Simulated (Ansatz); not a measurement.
For TiAl3 (model structure, started from the A15 type, Pm-3n, No. 223, 8 atoms in the cell), PBEsol (plane waves, PAW; Ansatz, an electronic-structure program) gives:

- lattice constant a = 5.075 Å
- enthalpy of formation = -0.137 eV/atom

What does PBE-D3(BJ) (Ansatz, plane waves, PAW) give for the same quantities?


- lattice constant a: 5.045 Å (falls by 0.6 %)
- formation enthalpy: -0.134 eV/atom (moves by +0.003 eV/atom)

Changes are worked out from the printed values.

Unless a cell is named, each level is at its own relaxed cell (PBEsol 16.34, PBE-D3(BJ) 16.05 Å³/atom).

Ansatz's density-functional and Hartree–Fock values are scalar-relativistic unless marked +SOC, with PAW data made under PBE.

A model structure was made by putting elements into a prototype or built by hand; it is no filed structure, need not be a known phase, and can be a saddle point held by its symmetry.
